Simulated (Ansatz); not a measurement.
Base system: CaSe in the rock salt structure (space group Fm-3m, No. 225; a = 5.869 Å). Axes: x, y, z lie along the cube axes.

Method: PBEsol, PAW, 420 eV (Ansatz, a first-principles code; no spin-orbit coupling).

For the base:

| Quantity | Value |
|---|---|
| Electron mass | 1.4 mₑ along k, 0.27 mₑ across (at X) |
| Volume per atom | 25.26 Å³ |
| Pressure | 0.00 GPa |

One thing is altered: biaxial strain +1.50 %, plane normal [001], relaxed out of plane (Cartesian); in-plane vectors clamped, the third vector and the atoms free.

Question: What does the calculation give for the electron mass, volume per atom and pressure after the change?

Answer: The electron mass goes from 1.4 mₑ along k, 0.27 mₑ across (at X) to 1.4 mₑ along k, 0.28 mₑ across (at X); the volume per atom goes up by 0.64 Å³ (25.26 Å³ → 25.90 Å³); the pressure (mean of the normal stresses, compression positive) goes from zero to -1.19 GPa.

The levels and masses belong to the bands next to the band gap. Masses are band curvatures over ±0.01 Å⁻¹ around the edge. Along k means along the line from Γ to the band edge. Stability against distortions was not tested.
